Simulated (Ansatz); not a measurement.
A calculation on MoS2 (R3m, No. 160, 3 atoms in the cell; start mp-1434; a measured phase of this formula has another space group) returned lattice constant a 3.176 Å, lattice parameter c 18.671 Å, equilibrium volume per atom 18.12 Å³/atom.

### Question
Which level of theory produced these numbers?
(A) r²SCAN (Ansatz, a program for electronic structure)
(B) r²SCAN-D4 (Ansatz)
(C) PBE (Ansatz)
(D) HSE06 (Ansatz)

### Answer
B, r²SCAN-D4 (Ansatz)

The others give: PBE 3.185 Å, 22.163 Å, 21.63 Å³/atom; HSE06 3.150 Å, 21.710 Å, 20.73 Å³/atom; r²SCAN 3.185 Å, 19.496 Å, 19.03 Å³/atom.

Unless a cell is named, each level is at its own relaxed cell (HSE06 20.73, PBE 21.63, r²SCAN 19.03, r²SCAN-D4 18.12 Å³/atom).

The crystal itself was run without spin with PBE, HSE06, r²SCAN, r²SCAN-D4; a magnetic state was not tried in these runs.

Caveats: the relaxation could not lower the start's symmetry, so the cell can be a saddle point above a distorted one (PBE, HSE06, r²SCAN, r²SCAN-D4). Ansatz's density-functional and Hartree–Fock values are scalar-relativistic unless marked +SOC, with PAW data made under PBE.

A start named mp-… is a Materials Project structure, which need not be a measured phase.
